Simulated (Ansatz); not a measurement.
What biaxial strain −0.83 %, plane normal [111], relaxed out of plane does to Ir

The reference is Ir in the fcc (Cu type) structure (space group Fm-3m, No. 225; a = 3.8311 Å; relaxed with 0.1 eV smearing). Axes: x, y, z lie along the cube axes.

It is then changed as follows: compressive biaxial strain of 0.83 % in the plane normal to [111], as in epitaxy on a mismatched substrate; the out-of-plane cell vector and the atoms relax.

Level of theory: PBEsol (Ansatz, a first-principles code), without spin-orbit coupling. Settings: 29×29×29 k-points, 0.1 eV Fermi–Dirac smearing.

The volume per atom drops by 0.173 Å³, from 14.06 Å³ to 13.88 Å³ and the shortest interatomic distance shrinks by 0.042 bohr to 5.077 bohr. The energy rises by 5.4 meV/atom and the band gap remains zero. The out-of-plane strain amounts to +0.43 % and the ratio −ε⊥/ε∥ amounts to 0.52.

Whether these cells are dynamically stable was not tested. The final runs are not spin-polarised.
